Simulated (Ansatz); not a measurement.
Gap of a (14,0) black phosphorus nanotube at several levels, all on one geometry.

Levels: PBE (plane waves to 420 eV, PAW; Ansatz, a program for electronic structure); r2SCAN (plane waves to 500 eV, PAW; Ansatz); HSE06 run with Ansatz. Unmarked values and the geometry are of the first. Mesh 1×1×10. No spin polarisation. Periodic along z alone, with about 11 Å of vacuum beside it. A hypothetical model, rolled from the flat sheet. It keeps the symmetry and period of its start, so it need not be a minimum against all distortions. HSE06 ran on a 1×1×6 mesh and at PBE's edge points.

| level | gap (eV) |
|---|---|
| PBE | 0.66 |
| r2SCAN | … |
| HSE06 | 1.27 |

**Question.** Fill in the missing entries.

**Answer.** 
- r2SCAN, gap (eV): 0.80
